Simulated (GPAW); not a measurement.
Band structure of I (Cmce, 4 atoms in the cell).

```yaml
crystal:
  lattice:
    - [2.40290, -3.64700, 0.00000]
    - [2.40290, 3.64700, 0.00000]
    - [0.00000, 0.00000, 9.82231]
  atoms:
    - { symbol: I, position: [0.84600, 0.84600, 0.88300] }
    - { symbol: I, position: [0.65400, 0.65400, 0.38300] }
    - { symbol: I, position: [0.34600, 0.34600, 0.61700] }
    - { symbol: I, position: [0.15400, 0.15400, 0.11700] }
```

Computed with PBE, GPAW PAW datasets PBE (gpaw-data 1.0.1) (plane waves; GPAW 25.7.0).

Settings: mode = pw; ecut = 550 eV; xc = PBE; kpts = 4 4 2; mesh shift (steps) = 0 0 0; occupations.name = fermi-dirac; occupations.width = 0.01 eV; nbands = -8; convergence.forces = 0.001 eV/Å; convergence.bands = -6; symmetry.symmorphic = false; symmetry.tolerance = 0.0005; maxiter = 100; bandpath_npoints = 40.

The starting cell has typed, rounded lattice constants, without a prior relaxation at this level. Its lattice was rescaled by a random factor within 2.5 % of one. Spin-orbit coupling is off.

Task: Predict the gap along the standard path and the places of the band edges.

Result: The gap along the path is 1.15 eV, from R to a point between T and Y|Z; the smallest direct gap on it is 1.30 eV.

Levels in eV from the top of the valence band on the SCF mesh, bands 11 to 18:
| point | 11 | 12 | 13 | 14 | 15 | 16 | 17 | 18 |
|---|---|---|---|---|---|---|---|---|
| Γ | -1.03 | -0.57 | -0.10 | -0.03 | 1.27 | 2.03 | 5.28 | 5.36 |
| X | -1.52 | -0.98 | -0.67 | -0.23 | 1.53 | 1.73 | 6.29 | 6.51 |
| S | -1.24 | -1.24 | -0.45 | -0.45 | 2.10 | 2.10 | 5.53 | 5.53 |
| R | -0.73 | -0.73 | 0.00 | 0.00 | 1.52 | 1.52 | 5.91 | 5.91 |
| A | -0.78 | -0.78 | -0.60 | -0.60 | 1.61 | 1.61 | 6.92 | 6.92 |
| Z | -1.00 | -1.00 | -0.06 | -0.06 | 1.48 | 1.48 | 5.79 | 5.79 |
| Y | -1.81 | -1.36 | -0.74 | -0.28 | 1.15 | 1.67 | 5.17 | 6.01 |
| X1 | -1.52 | -0.98 | -0.67 | -0.23 | 1.53 | 1.73 | 6.29 | 6.51 |
| A1 | -0.78 | -0.78 | -0.60 | -0.60 | 1.61 | 1.61 | 6.92 | 6.92 |
| T | -1.23 | -1.23 | -0.95 | -0.95 | 1.26 | 1.26 | 6.13 | 6.13 |
